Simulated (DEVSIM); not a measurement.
Device: n-channel Si planar bulk MOSFET with SiON, at 350 K.

| Item | Value |
|---|---|
| Gate length | 40 nm |
| Source drain length | 32 nm |
| Dielectric thickness | 2.1 nm |
| Lateral straggle | 1.3 nm |
| Underlap | 0 nm |
| Junction depth | 22.6 nm |
| Substrate depth | 158 nm |
| Gate work function | 4.22 eV |
| Source and drain doping | 5.3e19 cm⁻³, Gaussian tails under the gate |
| Body doping | 1.5e18 cm⁻³ |
| Lifetime | 7e-8 s |
| Supply | 0.8 V |

All mobilities are scaled by 0.3; velocity saturation, μ/(1 + (μE/vsat)^b)^(1/b) with b = 2 for electrons and 1 for holes and E the electric field along each mesh edge, is on. Mobility is μmin + (μ − μmin)/(1 + (N/Nref)^α).

This is a model device: material constants are rounded textbook-type values typed into the input, and sizes, dopings and lifetimes were drawn at random. Values at 300 K; Nc and Nv go as T^1.5, mobilities as T to minus their exponent, the gap by Varshni's rule with the affinity fixed.

Si: gap (eV) 1.124, affinity (eV) 4.05, permittivity 11.7, Nc (cm⁻³) 2.86e19, Nv (cm⁻³) 3.1e19, μn (cm²/Vs) 1417, μp (cm²/Vs) 470, μn,min 52, μp,min 45, Nref,n 9.7e16, Nref,p 2.2e17, αn 0.68, αp 0.72, T exponent of μn 2.3, T exponent of μp 2.2, vsat,n (cm/s) 1e7, vsat,p (cm/s) 8.4e6, Varshni α (eV/K) 0.000473, Varshni β (K) 636. SiON: gap (eV) 7, affinity (eV) 1.4, permittivity 5.5.

Simulated with DEVSIM: 2D drift-diffusion, Boltzmann statistics, complete ionisation; no quantum confinement, tunnelling, impact ionisation, self-heating, contact resistance or fringe fields beside the gate. Metal contacts follow the ideal Schottky-Mott rule: no Fermi-level pinning, no interface dipoles.

Transfer curves, |Id| in μA/μm:

```csv
Vg (V),Vd = 0.05 V,Vd = 0.8 V
-0.24,1.244e-5,0.0001483
-0.2,3.141e-5,0.0003518
-0.16,7.994e-5,0.0008469
-0.12,0.0002047,0.002064
-0.08,0.0005266,0.005079
-0.04,0.001359,0.01259
0,0.003516,0.03135
0.04,0.009095,0.07811
0.08,0.02348,0.1938
0.12,0.06023,0.4747
0.16,0.1526,1.132
0.2,0.3766,2.572
0.24,0.8866,5.430
0.28,1.928,10.43
0.32,3.746,18.15
0.36,6.402,28.82
0.4,9.704,42.41
0.44,13.36,58.74
0.48,17.13,77.55
0.52,20.85,98.57
0.56,24.46,121.6
0.6,27.92,146.3
0.64,31.21,172.6
0.68,34.33,200.3
0.72,37.28,229.2
0.76,40.09,259.3
0.8,42.74,290.3
```

Work out the subthreshold swing at low drain bias from the rows at -0.04 and 0 V, and compare it with the thermal limit.

log10(0.003516/0.001359) = 0.413 over 40.0 mV, so S = 96.9 mV/decade. The limit kT/q ln 10 is 69.4 mV/decade; the ratio is 1.40. This is the steepest step of the table.

Find both thresholds at the constant current 0.1 μA × (1 μm/L) a micrometre, and the DIBL.

The current is 2.50 μA/μm. Interpolating ln Id gives 0.296 V and 0.199 V; their difference over the 0.75 V of drain bias is 130 mV/V.

Source and drain are degenerate, where Boltzmann statistics are only rough. The electric field that drives the saturation includes the junctions' built-in field, which lowers the mobility there even at small currents: subthreshold currents come out too low, a known weakness of this choice.
